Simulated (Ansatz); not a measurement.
A self-consistent single point of Mo3Pt (Pm-3n, 8 atoms in the cell) with Ansatz (a first-principles code).

Computed with r2SCAN, default PAW files made with PBE (plane waves; Ansatz).

```
CELL_PARAMETERS angstrom
      4.98700     0.00000     0.00000
      0.00000     4.98700     0.00000
      0.00000     0.00000     4.98700
ATOMIC_POSITIONS crystal
  Mo 0.25000 0.00000 0.50000
  Mo 0.50000 0.75000 0.00000
  Mo 0.75000 0.00000 0.50000
  Mo 0.50000 0.25000 0.00000
  Mo 0.00000 0.50000 0.75000
  Mo 0.00000 0.50000 0.25000
  Pt 0.00000 0.00000 0.00000
  Pt 0.50000 0.50000 0.50000
```

Reference input (self-consistent single point, DFT, r2SCAN, plane waves, default PAW files made with PBE): kpoints.mp_grid.grid = 5 5 5; kpoints.mp_grid.shift = 0.5 0.5 0.5; hamiltonian.xc = r2scan; hamiltonian.pseudopotentials = {kind: paw} (the program's default PAW files); scf.occupations.method = methfessel_paxton; scf.occupations.width = 0.1 eV. This run's input differs from it in these lines:

Ansatz 0.2 input:
```diff
@@ -18,3 +18,6 @@
   xc: r2scan
-  pseudopotentials: { kind: paw }
+  pseudopotentials: { kind: paw_fr }
+magnetization:
+  noncollinear: true
+  spin_orbit: false
 scf:
```

The program printed (abridged):

```
SCF iter   1: F=—  HF=-54883.334747 eV  |F-HF|=—  |Δ(HF+E_count)|=         —  Δρ=1.07e-1  dr2=1.54e1  dr2_τ=1.38e-1  dr2_m=0.00e0 (ungated)  ethr=3.10e-3  |M|=0.00e0 ∫|m|=0.00e0 μB  |m|>n=0.0e0 m-floor=0.0e0 τ_xc=0.0e0  β_m=0.30  ⟨swp⟩=5.0  Hψ=4531  notcnv=0
all-band conjugate gradients solve this SCF's bands
preconditioner: auto → Kerker (q_TF=auto, 2.713 Å⁻¹)
   [... lines left out ...]
SCF iter   8: F=—  HF=-54879.849764 eV  |F-HF|=—  |Δ(HF+E_count)|=   2.64e-4  S|Δr|=    0.00e0  Δρ=1.27e-5  dr2=2.28e-7  dr2_τ=5.41e-9  dr2_m=0.00e0 (ungated)  ethr=3.35e-9  |M|=0.00e0 ∫|m|=0.00e0 μB  |m|>n=0.0e0 m-floor=0.0e0 τ_xc=0.0e0  β_m=0.99  [...]
SCF iter   9: F=-54879.849764 eV  HF=-54879.849764 eV  |F-HF|=1.67e-9  |Δ(HF+E_count)|=   3.96e-8  S|Δr|=    0.00e0  Δρ=2.23e-6  dr2=5.81e-9  dr2_τ=1.80e-10  dr2_m=0.00e0 (ungated)  ethr=8.33e-11  |M|=0.00e0 ∫|m|=0.00e0 μB  |m|>n=0.0e0 m-floor=0.0e0 [...]
SCF 1 converged in 9 iterations: F = -54879.849764 eV  dr2 = 5.81e-9
Stability not checked (fill_not_monotonic)
Magnetization: |M| = 0.0000 μB,  M = (+0.0000, +0.0000, +0.0000) μB
Absolute magnetization: 0.0000 μB (∫|m|)
  site 0: m = (+0.0000, +0.0000, +0.0000) μB, |m| = 0.0000 μB  (R = 1.03 Å)
  site 1: m = (+0.0000, +0.0000, +0.0000) μB, |m| = 0.0000 μB  (R = 1.03 Å)
  site 2: m = (+0.0000, +0.0000, +0.0000) μB, |m| = 0.0000 μB  (R = 1.03 Å)
  site 3: m = (+0.0000, +0.0000, +0.0000) μB, |m| = 0.0000 μB  (R = 1.03 Å)
  site 4: m = (+0.0000, +0.0000, +0.0000) μB, |m| = 0.0000 μB  (R = 1.03 Å)
   [... lines left out ...]
Free energy (F): -54879.849764 eV
Fermi energy:    21.538022 eV
   [... lines left out ...]
  atom   1  Mo     0.00000000    -0.00000000     0.00000000
   [... zero for the other atoms too ...]
--- Stress (GPa, compression-positive) ---
        0.001951      -0.000000       0.000000
       -0.000000       0.001951       0.000000
        0.000000       0.000000       0.001951
  P = ⅓ Tr σ = 0.0020 GPa (0.020 kbar)
  The stress holds the Pulay correction. Without it, at fixed plane waves, as pw.x and ABINIT print it: P = -0.0822 GPa
```

The run converged in 9 iterations. Against the reference run the pressure stays at 0.00 GPa.

The starting cell comes from a database of published, mostly measured structures (it also holds non-ambient and calculated ones), without a prior relaxation at this level. Ansatz's pressure includes its estimate of the finite-basis (Pulay) stress.

Cost on one core of a shared machine: roughly 3 min.
